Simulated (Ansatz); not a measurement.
The parent structure is HfO$_{2}$ (space group P4_2/nmc, No. 137; a = 3.604 Å, c = 5.264 Å).

Level of theory: Ansatz (a program for electronic structure), PBE, PAW, cutoff 420 eV, no spin-orbit coupling.

One change was made to it. Results:

The density rises by 0.04 g/cm³ (10.22 g/cm³ → 10.26 g/cm³); the gap character is still indirect, Z → Γ.

Problem. What was done to the base?
A. pressure −1 GPa
B. pressure 7.5 GPa
C. pressure 0.7 GPa

Solution. C, pressure 0.7 GPa. For comparison, the density in the other runs: pressure 7.5 GPa gives 10.63 g/cm³; pressure −1 GPa gives 10.16 g/cm³.

Spin-orbit coupling, missing from the scalar runs, can matter with Hf. Load acts through the strain it causes; cell and atoms are relaxed under it. Whether these cells are dynamically stable was not tested. No other phases were tried under pressure. This is not the structure that HfO2 has at room temperature and ambient pressure.
